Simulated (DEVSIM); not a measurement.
Structure: abrupt Ge n-p junction, at 300 K.

```
layer (left to right)  material  thickness (μm)  Nd (cm⁻³)  Na (cm⁻³)  τn (s)  τp (s)
---------------------  --------  --------------  ---------  ---------  ------  ------
1                            Ge            15.0       7e15          -  1.6e-7  1.6e-7
2                            Ge             230          -     4.3e16  1.6e-7  1.6e-7
```

Left contact: ohmic. Right contact: ohmic. Voltage is applied to the left contact. Recombination: SRH at mid-gap, radiative. Mobility is constant in doping.

Constants are typed, rounded textbook-type inputs, not results; the design itself was drawn at random and stands for no fabricated device. Values at 300 K.

```csv
parameter,Ge
gap (eV),0.664
affinity (eV),4
permittivity,16
Nc (cm⁻³),1.04e19
Nv (cm⁻³),6e18
μn (cm²/Vs),3900
μp (cm²/Vs),1900
B (cm³/s),6.4e-14
```

DEVSIM, 1D drift-diffusion, Boltzmann statistics, complete ionisation; no tunnelling, impact ionisation, image-force lowering or self-heating.

The minority lifetime in layer 1 was swept, all else fixed.

```
minority lifetime in layer 1 (s)  dark forward voltage at 1 A/cm² (V)
--------------------------------  -----------------------------------
4.8e-9                                                          0.183
1.6e-8                                                          0.193
4.8e-8                                                          0.200
1.6e-7                                                          0.204
4.8e-7                                                          0.206
1.6e-6                                                          0.206
4.8e-6                                                          0.207
```

From the first row to the last the dark forward voltage at 1 A/cm² goes from 0.183 to 0.207.
